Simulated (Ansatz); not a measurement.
System: interstitial Cl in fcc Cu (neutral cell). Level of theory: PBE, PAW (plane waves to 420 eV; Ansatz, a quantum-chemistry and plane-wave program).

32-site cell at the relaxed PBE lattice, a 2×2×2 k-point mesh shifted by half a step, smearing 0.10 eV, spin-restricted, no finite-size correction. Static, classical nuclei. Sites that were not tried may lie lower.

Barriers: single points on a 4×4×4 k-point mesh shifted by half a step at the bands' geometries (they differ from the bands' own by up to 0.06 eV, and are uncertain by about as much).

The step: several atoms move together, Cl the farthest. Atoms about the jump, Cartesian Å from the middle of the jump, before and after:

```tsv
atom	x0	y0	z0	x1	y1	z1
Cl1	0.45	0.45	0.45	-0.45	-0.45	-0.45
Cu2	0.46	0.46	-1.77	0.74	0.75	-1.63
Cu3	0.46	-1.76	0.48	0.73	-1.64	0.76
Cu4	-1.77	0.47	0.48	-1.64	0.74	0.74
Cu5	-1.37	-1.36	-1.36	-1.65	-1.63	-1.63
Cu6	0.46	2.67	0.48	0.47	2.33	0.49
Cu7	2.67	0.46	0.47	2.32	0.48	0.49
Cu8	0.46	0.46	2.67	0.47	0.48	2.33
Cu9	2.28	-1.36	-1.36	2.32	-1.37	-1.36
Cu10	-1.37	2.29	-1.36	-1.38	2.32	-1.36
Cu11	-1.37	-1.36	2.29	-1.38	-1.37	2.33
Cu12	0.45	-3.17	-1.45	0.47	-3.22	-1.36
Cu13	-1.47	0.46	-3.17	-1.38	0.48	-3.21
Cu14	0.45	-1.46	-3.17	0.47	-1.37	-3.21
Cu15	-3.18	0.46	-1.45	-3.22	0.48	-1.36
Cu16	-1.47	-3.17	0.47	-1.38	-3.21	0.49
Cu17	-3.18	-1.46	0.47	-3.22	-1.37	0.49
Cu18	2.28	2.29	-1.36	2.34	2.35	-1.35
Cu19	-1.37	2.29	2.29	-1.37	2.35	2.35
Cu20	2.28	-1.37	2.29	2.34	-1.36	2.35
```

Give the saddle-point geometry and the barrier.


```
atom      x      y      z
----  -----  -----  -----
Cl1   -0.28  -0.27  -0.27
Cu2    0.70   0.71  -1.77
Cu3    0.70  -1.77   0.72
Cu4   -1.78   0.71   0.72
Cu5   -1.53  -1.52  -1.51
Cu6    0.48   2.35   0.49
Cu7    2.35   0.49   0.49
Cu8    0.48   0.49   2.36
Cu9    2.31  -1.37  -1.36
Cu10  -1.37   2.32  -1.36
Cu11  -1.37  -1.37   2.32
Cu12   0.47  -3.21  -1.37
Cu13  -1.39   0.48  -3.21
Cu14   0.47  -1.39  -3.21
Cu15  -3.22   0.48  -1.38
Cu16  -1.39  -3.21   0.48
Cu17  -3.22  -1.38   0.48
Cu18   2.33   2.34  -1.36
Cu19  -1.38   2.34   2.35
Cu20   2.34  -1.37   2.35
```
It lies 0.57 eV above the start and 0.059 eV above the end. The saddle point's order was not checked, and it lies on a symmetry element of the cell, where a band can be held.
